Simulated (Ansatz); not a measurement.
The reference is HfSi$_{2}$ (space group Cmcm, No. 63; a = 3.683 Å, b = 14.598 Å, c = 3.658 Å).

The values are results of plane-wave PAW DFT at the PBE level (Ansatz, a first-principles code, 420 eV), no SOC, not measurements.

Before the change:

```
Quantity   Result
--------  -------
Pressure  0.0 GPa
Band gap     zero
```

One thing is altered: the cell is scaled by 0.9673 in all directions, atoms relaxed at fixed cell.

Task: What does the calculation give for the pressure after the change?

Result: The pressure (mean of the normal stresses, compression positive) goes from zero to 16.2 GPa.

Task: Estimate the effect on the energy relative to the base.

Result: The energy grows by 72 meV/atom.

Task: Estimate the effect on the largest internal atomic displacement.

Result: The largest internal atomic displacement is 0.018 Å.

Task: Predict the new band gap.

Result: The band gap remains zero.

The cells carry an imposed strain or load. Stability against distortions was not tested. The final runs are not spin-polarised.
